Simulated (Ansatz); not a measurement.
The parent structure is MoSi$_{2}$ (space group I4/mmm, No. 139; relaxed with 0.1 eV smearing).

```
MoSi2
1.0
   -1.59504     1.59504     3.91100
    1.59504    -1.59504     3.91100
    1.59504     1.59504    -3.91100
Si Mo
2 1
Direct
  0.66495   0.66495   0.00000
  0.33505   0.33505   0.00000
  0.00000   0.00000   0.00000
```

Level of theory: PBEsol (Ansatz, an electronic-structure program; PAW; 420 eV plane waves; no spin-orbit coupling).

Strains are applied to the cell and any free atomic positions relax.

One change was made to it. Results:

```tsv
quantity	base	after
energy relative to the base (free energy F)	0 meV/atom	+66 meV/atom
band gap	zero	zero
```

Question: Which of these changes matches the shifts?
A. isotropic strain +1.00 %
B. isotropic strain +2.00 %
C. isotropic strain +3.00 %

Answer: C, isotropic strain +3.00 %. For comparison, the energy relative to the base in the other runs: isotropic strain +2.00 % gives +31 meV/atom; isotropic strain +1.00 % gives +7.9 meV/atom.

No phonon test of stability was made. The final runs are not spin-polarised.
